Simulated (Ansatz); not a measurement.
Subject: the energy of the reaction as written. Reaction: 1/2 cell B + 1/2 N2 (gas) → cell A. The sign is products less reactants.

Cell A: a slab of Ru (hcp, P6₃/mmc) cut along (0001), 9 atoms, hexagonal cell of 2.72 Å (6.4 Å²), symmetry P-6m2 within 0.02 Å, 15.4 Å thick under 16 Å of vacuum, in-plane vectors held at the crystal's; planes from bottom to top: N | Ru × 7 | N; added, foreign or displaced atoms, above the top plane and below the bottom plane: two times N bound to 3 Ru at 1.96 Å; spin state with PBE: run without spin, k-point mesh 20×20×1.
```xyz
9
Lattice="2.7219 0.0000 0.0000 1.3610 2.3573 0.0000 0.0000 0.0000 31.6405" Properties=species:S:1:pos:R:3 pbc="T T T"
Ru     0.0000     0.0000     9.2911
Ru     2.7219     1.5715    11.5222
Ru     0.0000     0.0000    13.6942
Ru     2.7219     1.5715    15.8203
Ru     0.0000     0.0000    17.9463
Ru     2.7219     1.5715    20.1183
Ru     0.0000     0.0000    22.3494
N      2.7219     1.5715    23.5285
N      2.7219     1.5715     8.1120
```

Cell B: a slab of Ru (hcp, P6₃/mmc) cut along (0001), 16 atoms, oblique cell of 5.44 × 2.72 Å (12.8 Å²), symmetry Pmm2 within 0.02 Å, 15.1 Å thick under 17 Å of vacuum, in-plane vectors held at the crystal's; planes from bottom to top: N | Ru2 × 7 | N; added, foreign or displaced atoms, above the top plane and below the bottom plane: two times N bound to 3 Ru at 1.90–1.94 Å; spin state with PBE: run without spin, k-point mesh 10×20×1.
```
CELL_PARAMETERS angstrom
      5.44387     0.00000     0.00000
      1.36097     2.35727     0.00000
      0.00000     0.00000    31.64051
ATOMIC_POSITIONS crystal
  Ru 0.99177 0.00823 0.29699
  Ru 0.50722 0.99278 0.29504
  Ru 0.83573 0.66427 0.36373
  Ru 0.34001 0.65999 0.36378
  Ru 0.00166 0.99834 0.43330
  Ru 0.50422 0.99578 0.43168
  Ru 0.83484 0.66516 0.50000
  Ru 0.33807 0.66193 0.50000
  Ru 0.00166 0.99834 0.56670
  Ru 0.50422 0.99578 0.56832
  Ru 0.83573 0.66427 0.63627
  Ru 0.34001 0.65999 0.63622
  Ru 0.99177 0.00823 0.70301
  Ru 0.50722 0.99278 0.70496
  N  0.31627 0.68373 0.73838
  N  0.31627 0.68373 0.26162
```

Reference: an isolated N2 molecule (singlet) in a box of 11 × 11 × 13 Å.

All numbers come from Ansatz (a first-principles code), plane waves with PAW, its default PAW set, cutoff 420 eV, 500 eV for r2SCAN. The structures are at rest with PBE, within the held lattices; other levels are single points on them. Neutral cells; Fermi-Dirac smearing of at most 0.10 eV in the solids, energies taken to zero width. The lattices are those relaxed with PBE, so at other levels the solids can be strained, which adds to the spread. A dispersion term (D3(BJ), or D4 for r2SCAN) was computed beside these levels and is taken off wherever the name lacks it. Static lattices, no vibrational contributions. Cells are local rest points, mostly with their start's symmetry. No Hubbard U is applied. Values are for these cell sizes. Cell A has symmetry P-6m2 within 0.02 Å and got no random move, so less symmetric positions, which may lie lower, weren't tried. Cell B has symmetry Pmm2 within 0.02 Å and got no random move, so less symmetric positions, which may lie lower, weren't tried.

What is the computed value (PBE)?

1.18 eV, for 1/2 cell B + 1/2 N2 (gas) → cell A.

How does the value move with the functional?


```json
[
 {"Method": "r2SCAN", "value (eV)": "1.12", "less PBE": "-0.06"}
]
```

The levels shown span 0.06 eV, from r2SCAN (1.12) to PBE (1.18).
